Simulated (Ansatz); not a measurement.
**Zr: stress against strain**

Zr (hcp, P6_3/mmc, 23.509 Å³/atom at rest, c along z) under a strain ε along a direction in the basal plane (axis x), the other axes held. r2SCAN in Ansatz, a plane-wave DFT program (PAW, default set), 500 eV, 20×20×11 Γ-centred mesh, Fermi-Dirac smearing 0.10 eV; ions are relaxed within the symmetry of each cell. Stress is positive for a compressed cell.

Here s stands for strain and y for stress xx.

```csv
strain (%),stress xx (GPa)
-3.00,?
-1.50,2.29
-1.00,1.51
-0.50,0.75
0.00,0.01
0.50,-0.70
1.00,-1.39
1.50,-2.10
```

Task: Using a straight line, estimate the missing y at s = -3.00 from the other rows, showing the fit.

Result: Means: s 0, y 0.053. About the means, the sum of products is -10.210 and the sum of squares of s is 7.0000; the slope is their ratio. Least squares gives y = 0.053 - 1.4586·s. Residuals (row less fit): 0.049, -0.002, -0.032, -0.043, -0.024, 0.016, 0.035; standard error 0.038 (degrees of freedom: 5). The slope gives the elastic constant C11 = 146 ± 1.4 GPa. At the withheld row, y = 0.053 - 1.4586 × (-3.0) = 4.429 GPa. The calculation gives 4.70 GPa, 0.271 GPa above the prediction (4.0 % of the range of y in the table). The row lies outside the fitted rows, so this is an extrapolation. From the scatter of the fitted rows alone, a prediction at this place has a standard error of 0.060 GPa, so the miss is 4.5 times that.

One order more, fitted to all 13 runs of the series, follows each within 0.02, so the miss is the next term of a smooth law. In a metal these values are sensitive to mesh and smearing; energies are taken to zero smearing, stresses follow the free energy. Rows are the converged runs of the series near zero and its far end; series whose fitted rows scatter by over a few per cent of the range, as at a crossing or softening among them, aren't shown in this form. Most that stay on the fit to the last digits aren't either.
